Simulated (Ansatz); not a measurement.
GaSb (P6₃mc, No. 186, 4 atoms in the cell; start mp-1018059; a measured phase of this formula has another space group) was calculated with r²SCAN+SOC (Ansatz, a program for electronic structure, PAW).

The run printed, among other lines:

```
Crystal: 4 atoms, lattice volume = 113.973 Å³
Basis set: ecut = 560 eV, 3417 PW (Γ), exchange–correlation on 108×108×180 points (27 copies of the dense FFT grid, shifted against one another)
Bands: 68, of which v1, the nominal top of the filled ones, is band 56 counted from 1 (55 counted from 0)
Symmetry: 12 space group operations + 12 with time reversal
k-points: 185 of 2592 (time reversal used)
Initial density: superposition of atomic densities (chi_scale 0.1, normalization cell, long waves kept (reshape's long-wave potential 0.00 eV rms))
Functional: x = r2scan, c = r2scan; τ floored in thin density (d = 2e-4 eV/Å³)
spin=Noncollinear: Kerker preconditioning applied to the charge; magnetization (m_x, m_y, m_z) channels mix plain (no charge-response kernel on spin).
spin=Noncollinear: Resta preconditioning applied to the charge; magnetization (m_x, m_y, m_z) channels mix plain (no charge-response kernel on spin).
SCF 1 converged in 10 iterations: F = -20553.137250 eV  dr2 = 7.35e-11
SCF converged after 10 iterations
Free energy (F): -20553.137250 eV
Internal energy: -20553.137170 eV  (E = F + TS)
E sigma→0 (E₀):  -20553.137210 eV
Fermi energy:    8.025672 eV
--- Stress (GPa, compression-positive) ---
        0.606199      -0.000000       0.000000
       -0.000000       0.606199      -0.000000
        0.000000       0.000000       0.655456
  P = ⅓ Tr σ = 0.6226 GPa (6.226 kbar)
```

Q: Write an input file that could have produced this run (the log leaves some choices open).

A: One answer among several that fit: 
Ansatz 0.2 input:
```yaml
crystal:
  lattice:
    - [4.305096378, 0.0, 0.0]
    - [-2.152548189, 3.7283228291, 0.0]
    - [0.0, 0.0, 7.1007833513]
  atoms:
    - { symbol: Ga, position: [0.6666666667, 0.3333333333, 0.5004944897] }
    - { symbol: Ga, position: [0.3333333333, 0.6666666667, 0.0004944897] }
    - { symbol: Sb, position: [0.6666666667, 0.3333333333, 0.8744055103] }
    - { symbol: Sb, position: [0.3333333333, 0.6666666667, 0.3744055103] }
basis:
  ecutwfc: 560
  ecutrho_ratio: 4
  xc_grid: 3
kpoints:
  mp_grid: { grid: [18, 18, 8] }
hamiltonian:
  xc: r2scan
  dispersion: none
  pseudopotentials: { kind: paw }
scf:
  occupations: { method: fermi_dirac, width: 0.05 }
  convergence: { dr2_threshold: 0.0000000004 }
output:
  forces: true
  stress: true
  eigenvalues: true
magnetization:
  noncollinear: true
  spin_orbit: true
```

The PAW data were made under PBE.

Note: cell and atoms aren't relaxed at this level (pressure 0.6 GPa).

Computing time: roughly 16 core-minutes.

A start named mp-… is a Materials Project structure, which need not be a measured phase.
